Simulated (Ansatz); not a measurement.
WIr3 (P6₃/mmc, No. 194, 8 atoms in the cell; start mp-30745), treated with LDA in Ansatz (PAW).

Numerical settings: plane-wave cutoff 520 eV, 12×12×12 k mesh, Fermi–Dirac smearing 0.05 eV, no spin polarisation, scalar-relativistic PAW data made under PBE.

Cell (relaxed at this level):

```cif
data_Ir6W2
_chemical_formula_sum 'Ir6 W2'
_space_group_name_H-M_alt 'P63/mmc'
_space_group_IT_number 194
_space_group_name_Hall '-P 6c 2c'
_cell_length_a 5.46078
_cell_length_b 5.46078
_cell_length_c 4.36100
_cell_angle_alpha 90.000
_cell_angle_beta 90.000
_cell_angle_gamma 120.000
loop_
_atom_site_label
_atom_site_type_symbol
_atom_site_symmetry_multiplicity
_atom_site_Wyckoff_symbol
_atom_site_fract_x
_atom_site_fract_y
_atom_site_fract_z
_atom_site_occupancy
Ir1 Ir 6 h 0.33261 0.16631 0.25000 1
W1 W 2 c 0.33333 0.66667 0.25000 1
```

Q: Give the computed bulk modulus B0.

A: 
- bulk modulus B0 = 403 GPa

Note: the run has no spin polarisation, so it can have missed a magnetic state; the bulk modulus is −V dP/dV from two relaxed cells at ±2 % in volume; the relaxation could not lower the start's symmetry, so the cell can be a saddle point above a distorted one.

Spin–orbit coupling is not included.

The computed numbers hold no vibrational or temperature effects.

A start named mp-… is a Materials Project structure, which need not be a measured phase.

Ansatz is a first-principles code.
